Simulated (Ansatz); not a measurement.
Defect migration in monoclinic ZrO2 with all lengths changed by +1 %: interstitial Li, charge state +1. All values below come from PBE, PAW (plane waves to 420 eV; Ansatz, an electronic-structure program).

Cell of 96 host sites held at the strained lattice (strain from the relaxed PBE one, atoms relaxed); the Γ point alone; Fermi-Dirac width 0.01 eV, spin-restricted; finite-size errors left in. Energies are static. The charge state is imposed; whether it is stable for some Fermi level was not computed. Sites that were not tried may lie lower.

Barriers: single points on a 2×2×2 k-point mesh shifted by half a step at the bands' geometries.

The step: Li moves alone to another site. Atoms about the jump, Cartesian Å from the middle of the jump, before and after:

```tsv
atom	x0	y0	z0	x1	y1	z1
Li1	0.87	0.43	0.89	-0.87	-0.43	-0.89
O2	0.47	-1.66	-0.78	0.44	-1.69	-0.78
O3	-0.44	1.69	0.78	-0.47	1.66	0.78
O4	0.01	0.94	-1.91	-0.02	0.89	-1.85
O5	0.02	-0.89	1.85	-0.01	-0.94	1.91
Zr6	-1.80	0.24	1.58	-1.74	0.27	1.66
Zr7	1.74	-0.27	-1.66	1.80	-0.24	-1.58
O8	-2.42	-1.28	0.16	-2.35	-1.26	0.19
O9	2.35	1.26	-0.19	2.42	1.28	-0.16
Zr10	-1.23	2.40	-1.13	-1.27	2.45	-1.12
Zr11	1.27	-2.45	1.12	1.23	-2.40	1.13
O12	-2.83	1.29	-0.14	-2.83	1.28	-0.16
O13	2.83	-1.28	0.16	2.83	-1.29	0.14
Zr14	-1.23	-2.87	-1.13	-1.25	-3.01	-1.14
Zr15	1.25	3.01	1.14	1.23	2.87	1.13
O16	-1.95	-1.36	-2.52	-1.91	-1.32	-2.42
O17	1.91	1.32	2.42	1.95	1.36	2.52
```

Problem. Give the saddle-point geometry and the barrier.

Solution. 
```csv
atom,x,y,z
Li1,-0.01,-0.01,-0.01
O2,0.50,-1.66,-0.79
O3,-0.50,1.66,0.78
O4,-0.01,0.86,-1.80
O5,0.01,-0.85,1.80
Zr6,-1.87,0.27,1.68
Zr7,1.88,-0.26,-1.69
O8,-2.38,-1.25,0.18
O9,2.39,1.25,-0.19
Zr10,-1.27,2.42,-1.12
Zr11,1.28,-2.41,1.11
O12,-2.88,1.30,-0.10
O13,2.89,-1.30,0.10
Zr14,-1.23,-2.89,-1.13
Zr15,1.23,2.89,1.12
O16,-1.94,-1.36,-2.50
O17,1.95,1.37,2.49
```
It lies 0.10 eV above the start and 0.10 eV above the end. The saddle point's order was not checked, and it lies on a symmetry element of the cell, where a band can be held.
